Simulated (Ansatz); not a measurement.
Worked example: relaxation of the atoms of CsCaH₃ (P4mm, 5 atoms in the cell) in Ansatz (a program for electronic structure).

Method of the run: LDA (PW92), default PAW files made with PBE (plane waves; Ansatz).

The change in words: one atom moved by 0.15 angstrom; relax: default → atoms; relax.f_tol: default → 0.002 eV/Å. Reference geometry:
```yaml
crystal:
  lattice:
    - [4.59808, 0.00000, 0.00000]
    - [0.00000, 4.59808, 0.00000]
    - [0.00000, 0.00000, 4.59808]
  atoms:
    - { symbol: Cs, position: [0.00000, 0.00000, 0.00000] }
    - { symbol: Ca, position: [0.50000, 0.50000, 0.50000] }
    - { symbol: H, position: [0.50000, 0.00000, 0.50000] }
    - { symbol: H, position: [0.00000, 0.50000, 0.50000] }
    - { symbol: H, position: [0.50000, 0.50000, 0.00000] }
```

Reference input (self-consistent single point, DFT, LDA (PW92), plane waves, default PAW files made with PBE): basis.ecutwfc = 420 eV; kpoints.mp_grid.grid = 6 6 6; hamiltonian.xc = lda; hamiltonian.pseudopotentials = {kind: paw} (the program's default PAW files); scf.occupations.method = fixed. This run's input differs from it in these lines:

```diff
@@ -7,3 +7,3 @@
   atoms:
-    - { symbol: Cs, position: [0.00000000, 0.00000000, 0.00000000] }
+    - { symbol: Cs, position: [0.00000000, 0.00000000, 0.03262200] }
     - { symbol: Ca, position: [0.50000000, 0.50000000, 0.50000000] }
@@ -21,2 +21,4 @@
   occupations: { method: fixed }
+relax:
+  f_tol: 0.002
 output:
```

Log, with long lists cut:

```
   [... SCF lines of the steps left out ...]
relax step   1: F+E_penalty+E_count = -7326.54879984 eV  Δ(F+E_penalty+E_count) = +0.000e0 eV  max|allowed force component| = 2.096e-1 eV/Å  Δτ_max = 0.0000 Å  (6 SCF iters, dr2 threshold 1.00e-7 eV, accepted)
relax step   2: F+E_penalty+E_count = -7326.54238908 eV  Δ(F+E_penalty+E_count) = +6.411e-3 eV  max|allowed force component| = 2.109e-1 eV/Å  Δτ_max = 0.1627 Å  (4 SCF iters, dr2 threshold 2.75e-6 eV, rejected (line search))
relax step   3: F+E_penalty+E_count = -7326.56273091 eV  Δ(F+E_penalty+E_count) = -1.393e-2 eV  max|allowed force component| = 5.914e-2 eV/Å  Δτ_max = 0.0793 Å  (5 SCF iters, dr2 threshold 1.00e-7 eV, accepted)
relax step   4: F+E_penalty+E_count = -7326.56443798 eV  Δ(F+E_penalty+E_count) = -1.707e-3 eV  max|allowed force component| = 3.445e-3 eV/Å  Δτ_max = 0.0381 Å  (5 SCF iters, dr2 threshold 2.19e-7 eV, accepted)
relax step   5: F+E_penalty+E_count = -7326.56444575 eV  Δ(F+E_penalty+E_count) = -7.775e-6 eV  max|allowed force component| = 2.375e-4 eV/Å  Δτ_max = 0.0024 Å  (4 SCF iters, accepted)
the relaxation is at rest under the 8 symmetry operations that the run kept from its start: a minimum is not shown …
Stability not checked: this state was not tested for a lower state beside it, because too few of the mixer's solves of this state at the end of the SCF gave a …
Free energy (F): -7326.564446 eV
Internal energy: -7326.564446 eV  (E = F + TS)
E sigma→0 (E₀):  -7326.564446 eV
Fermi energy:    2.913685 eV
--- Forces (eV/Å), atoms counted from 1 ---
  atom   1  Cs     0.00000000     0.00000000    -0.00023549
  atom   2  Ca     0.00000000     0.00000000    -0.00005870
   [... lines left out ...]
  F+E_penalty+E_count = -7326.56444575 eV   max|allowed force component| = 2.375e-4 eV/Å
  atoms:
    - { symbol: Cs, position: [-1.3089215151811303e-37, 0.0, 0.006563750287569078] }
    - { symbol: Ca, position: [0.5, 0.5, 0.5065322826499695] }
    - { symbol: H, position: [0.5, 0.0, 0.5064983504215431] }
    - { symbol: H, position: [-2.421504803085091e-36, 0.5, 0.5064983504215431] }
    - { symbol: H, position: [0.5, 0.5, 0.006529266219375133] }
```

The run converged. 

Summary of the result:
```
Item                                                     Result
------------------------------------------------  -------------
Free energy E − TS (on the zero of these files)   -7326.5644 eV
Top of the valence band (on the code's own zero)        2.91 eV
Gap on the k-point mesh                                 2.79 eV
Pressure                                              -2.07 GPa
Relaxation steps                                              5
```

The starting cell comes from a database of computed structures (which also holds hypothetical and non-ambient phases and stackings), without a prior relaxation at this level. Its lattice was rescaled by up to half a per cent. For this run, on top of that: one atom moved by 0.15 angstrom. The relaxation keeps the symmetry of its start, so its end need not be a minimum. Ansatz's pressure includes its estimate of the finite-basis (Pulay) stress.

Keys are those of Ansatz 0.2.
